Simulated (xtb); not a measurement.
xtb 6.7.1, GFN2-xTB: CC(C)(C)c1sc(-c2cc3c(s2)-c2sc(-c4cc5c(s4)-c4sccc4C5(C)C)cc2C3(C)C)cc1F, 63 atoms. The geometry is a generated start, not checked to be a minimum at this level.

```yaml
method: GFN2-xTB
"--acc": 1 (default)
"--etemp (K)": 300 (default)
detailed input (--input): "none: ANC optimiser, Lindh (1995) Hessian, microcycle=20, maxdispl=1.0, hlow=0.01 (default)"
basis_functions: 201
valence_electrons: 184
```

The structure is relaxed from this start with --opt LEVEL for the levels crude, sloppy, loose, lax, normal, tight, vtight, extreme, once each. Up to the end of the extreme run atoms move by at most 1.5 Å along an axis.

Task: Choose the cheapest level whose final energy lies within 5 meV of that of extreme.

Result: normal: 46 cycles against 94, ending 2.1 meV above.

```tsv
level	cycles	energy above the extreme run (meV)	gradient norm (eV/Å)
crude	5	55	0.30
sloppy	8	45	0.14
loose	19	26	0.084
lax	24	19	0.11
normal	46	2.1	0.036
tight	68	0.31	0.0070
vtight	94	under 0.01	0.0017
extreme	94	—	0.0017
```
